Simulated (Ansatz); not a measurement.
H on the 1x1 (101) surface of tetragonal HfO2 (a metastable polymorph) (cut with top plane O), one in a 1x1 cell, energies for each (23.0 Å²). Energies are against ½ H2(g), without zero-point or thermal terms; each row is named by its start (#2, #3: further inequivalent places of a kind). No converged result for: 3 more starts.

Host crystal: tetragonal HfO2, with a band gap (PBE, scalar-relativistic without spin-orbit coupling).

Calculation: PBE (plane waves to 420 eV, PAW; Ansatz, an electronic-structure program).

Model: 19-atom slab, 7.6 Å thick at the start under the adsorbate (thin: gaps and levels are the slab's own), 6x3x1 mesh, Fermi-Dirac 0.01 eV, dipole correction, 8 atoms held, the rest relaxed; each run with such symmetry as its start has; spin-polarised, no spin-orbit, no U, no dispersion correction.

A negative adsorption energy means that the adsorbate is more stable on the surface than in its reference. Starts that drift may end in the same place. Heights count from the host atoms within 0.3 Å of the top one. Moments of ungapped slabs depend on the mesh.

```csv
starting site,E_ads (eV),height (Å),nearest host atom (Å),bonded to,change of the vacuum step (eV),lateral drift (Å),moment (μB)
top O #2 (the adsorbate broke or entered a bond of the host),1.61,0.52,O 1.01,O,0.68,0.5,1.0
top Hf,2.16,1.43,O 1.90,Hf,0.16,0.5,1.0
over Hf at depth 1.0 Å,2.09,1.30,Hf 2.14,Hf,0.01,0.3,1.0
over O at depth 1.5 Å (the adsorbate is not bonded to the surface),2.26,2.40,O 3.17,none within bonding distance,-0.06,0.1,1.0
hollow beside Hf,2.16,1.42,O 1.89,Hf,0.16,0.9,1.0
hollow Hf-Hf-O-O-O over O at depth 1.8 Å (the adsorbate is not bonded to the surface),2.26,3.11,O 3.59,none within bonding distance,0.04,0.1,1.0
```
